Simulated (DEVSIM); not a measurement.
Schottky contact on n-type Si

Structure: Schottky contact on n-type Si, at 300 K.

```tsv
layer (left to right)	material	thickness (μm)	Nd (cm⁻³)	τn (s)	τp (s)
1	Si	4.30	1.7e16	0.00043	0.00043
```

Left contact: Schottky, work function 4.56 eV, emission velocity 1.1e7 cm/s. Right contact: ohmic. Voltage is applied to the left contact. Recombination: SRH at mid-gap, Auger. Mobility is μmin + (μ − μmin)/(1 + (N/Nref)^α).

Constants are typed, rounded textbook-type inputs, not results; the design itself was drawn at random and stands for no fabricated device. Values at 300 K.

```csv
parameter,Si
gap (eV),1.124
affinity (eV),4.05
permittivity,11.7
Nc (cm⁻³),2.86e19
Nv (cm⁻³),3.1e19
μn (cm²/Vs),1417
μp (cm²/Vs),470
"μn,min",52
"μp,min",45
"Nref,n",9.7e16
"Nref,p",2.2e17
αn,0.68
αp,0.72
Cn (cm⁶/s),2.8e-31
Cp (cm⁶/s),9.9e-32
```

DEVSIM, 1D drift-diffusion, Boltzmann statistics, complete ionisation; no tunnelling, impact ionisation, image-force lowering or self-heating. Metal contacts follow the ideal Schottky-Mott rule: no Fermi-level pinning, no interface dipoles.

```yaml
potential_step_across_the_device_at_zero_bias: 0.318 V
largest_field_in_the_device_at_zero_bias: 39000 V/cm
Dark forward voltage at 1 A/cm²: 0.062 V
Dark forward voltage at 100 A/cm²: 0.196 V
```

Dark forward current:

(V (V), J (A/cm²)): (0.05, 0.62); (0.10, 4.6); (0.15, 27); (0.20, 110); (0.25, 280); (0.30, 520); (0.35, 790); (0.40, 1100); (0.45, 1400); (0.50, 1700); (0.55, 2000); (0.60, 2300)

Dark reverse current:

```json
[
 {"V (V)": "-0.20", "J (A/cm²)": "-0.11"},
 {"V (V)": "-0.50", "J (A/cm²)": "-0.12"},
 {"V (V)": "-1.00", "J (A/cm²)": "-0.12"},
 {"V (V)": "-1.50", "J (A/cm²)": "-0.12"},
 {"V (V)": "-2.00", "J (A/cm²)": "-0.12"},
 {"V (V)": "-3.00", "J (A/cm²)": "-0.13"},
 {"V (V)": "-4.00", "J (A/cm²)": "-0.13"},
 {"V (V)": "-5.00", "J (A/cm²)": "-0.13"},
 {"V (V)": "-6.50", "J (A/cm²)": "-0.13"},
 {"V (V)": "-8.00", "J (A/cm²)": "-0.13"},
 {"V (V)": "-10.00", "J (A/cm²)": "-0.13"}
]
```
